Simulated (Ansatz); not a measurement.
Input and output of a self-consistent single point for Mg2Cu (P1, 6 atoms in the cell) (Ansatz, a first-principles code).

Computed with PBEsol, PAW files made with PBE (plane waves; Ansatz).

The change in words: atoms moved at random. Reference geometry:
```yaml
crystal:
  lattice:
    - [-3.19527, 3.20147, 2.59491]
    - [3.19527, -3.20147, 2.59491]
    - [3.19527, 3.20147, -2.59491]
  atoms:
    - { symbol: Mg, position: [0.66795, 0.83211, 0.50006] }
    - { symbol: Mg, position: [0.33205, 0.16789, 0.49994] }
    - { symbol: Mg, position: [0.83205, 0.33211, 0.16416] }
    - { symbol: Mg, position: [0.16795, 0.66789, 0.83584] }
    - { symbol: Cu, position: [0.75000, 0.75000, 0.00000] }
    - { symbol: Cu, position: [0.25000, 0.25000, 0.00000] }
```

Reference input (self-consistent single point, DFT, PBEsol, plane waves, PAW files made with PBE): kpoints.mp_grid.grid = 5 5 5; hamiltonian.xc = pbesol; hamiltonian.pseudopotentials = {kind: paw} (the program's default PAW files); scf.occupations.method = fermi_dirac; scf.occupations.width = 0.1 eV. This run's input differs from it in these lines:

Ansatz 0.2 input:
```diff
@@ -6,8 +6,8 @@
   atoms:
-    - { symbol: Mg, position: [0.66795000, 0.83211000, 0.50006000] }
-    - { symbol: Mg, position: [0.33205000, 0.16789000, 0.49994000] }
-    - { symbol: Mg, position: [0.83205000, 0.33211000, 0.16416000] }
-    - { symbol: Mg, position: [0.16795000, 0.66789000, 0.83584000] }
-    - { symbol: Cu, position: [0.75000000, 0.75000000, 0.00000000] }
-    - { symbol: Cu, position: [0.25000000, 0.25000000, 0.00000000] }
+    - { symbol: Mg, position: [0.66766300, 0.83475700, 0.50018300] }
+    - { symbol: Mg, position: [0.34175500, 0.16680400, 0.50445500] }
+    - { symbol: Mg, position: [0.82721600, 0.33398700, 0.16417400] }
+    - { symbol: Mg, position: [0.17464800, 0.66629600, 0.84535300] }
+    - { symbol: Cu, position: [0.73920400, 0.75265100, -0.00422900] }
+    - { symbol: Cu, position: [0.24951500, 0.24550600, -0.00993600] }
 kpoints:
```

Output (repeated stretches shortened):

```
SCF iter   1: F=—  HF=-20841.067439 eV  |F-HF|=—  |Δ(HF+E_count)|=         —  Δρ=5.40e-1  dr2=2.43e2  ethr=3.10e-3  ⟨swp⟩=7.3  Hψ=11267  notcnv=0
all-band conjugate gradients solve this SCF's bands
preconditioner: auto → Kerker (q_TF=auto, 2.592 Å⁻¹)
SCF iter   2: F=—  HF=-20829.857215 eV  |F-HF|=—  |Δ(HF+E_count)|=    1.12e1  Δρ=2.11e-1  dr2=4.09e1  ethr=3.10e-3  ⟨swp⟩=2.5  Hψ=6519  notcnv=0  defer=4
   [... lines left out ...]
SCF iter   9: F=—  HF=-20826.343608 eV  |F-HF|=—  |Δ(HF+E_count)|=   3.73e-5  Δρ=4.78e-4  dr2=1.95e-4  ethr=6.40e-7  ⟨swp⟩=1.1  Hψ=2902  notcnv=0  defer=67
SCF iter  10: F=—  HF=-20826.343582 eV  |F-HF|=—  |Δ(HF+E_count)|=   2.64e-5  Δρ=1.70e-4  dr2=2.47e-5  ethr=2.51e-7  ⟨swp⟩=1.9  Hψ=3266  notcnv=0  defer=67
SCF iter  11: F=—  HF=-20826.343591 eV  |F-HF|=—  |Δ(HF+E_count)|=   9.42e-6  Δρ=1.46e-5  dr2=1.66e-7  ethr=3.17e-8  ⟨swp⟩=2.0  Hψ=3746  notcnv=0  defer=67
SCF iter  12: F=-20826.343591 eV  HF=-20826.343591 eV  |F-HF|=7.21e-9  |Δ(HF+E_count)|=   4.65e-9  Δρ=3.05e-6  dr2=1.31e-8  ethr=1.28e-10  ⟨swp⟩=9.7  Hψ=12953  notcnv=0
SCF 1 converged in 12 iterations: F = -20826.343591 eV  dr2 = 1.31e-8
Free energy (F): -20826.343591 eV
Internal energy: -20826.281507 eV  (E = F + TS)
E sigma→0 (E₀):  -20826.312549 eV
Entropy (-TS):   -0.062084 eV (-10.347 meV/atom)
Fermi energy:    8.508935 eV
--- Forces (eV/Å), atoms counted from 1 ---
  atom   1  Mg    -0.17194183     0.08097619    -0.02281016
  atom   2  Mg     0.02777948    -0.31175368    -0.01256567
  atom   3  Mg    -0.04817376     0.07005887     0.06303521
  atom   4  Mg     0.11929004    -0.26179693    -0.01908157
  atom   5  Cu    -0.15604544     0.31693225     0.16983173
  atom   6  Cu     0.22909251     0.10559078    -0.17840685
--- Stress (GPa, compression-positive) ---
        0.021022      -0.369496      -0.043891
       -0.369496       0.421842       0.018613
       -0.043891       0.018613      -0.711909
  P = ⅓ Tr σ = -0.0897 GPa (-0.897 kbar)
  The stress holds the Pulay correction. Without it, at fixed plane waves, as pw.x and ABINIT print it: P = -0.1165 GPa
```

The run converged in 12 iterations. Against the reference run the free energy goes up by 6.3 meV/atom, the pressure goes from -0.20 to -0.09 GPa and the largest force goes from 0.058 to 0.392 eV/Å.

The starting cell comes from a database of computed structures (which also holds hypothetical and non-ambient phases and stackings), without a prior relaxation at this level. For this run, on top of that: atoms moved at random. Spin polarisation is off. Ansatz's pressure includes its estimate of the finite-basis (Pulay) stress.
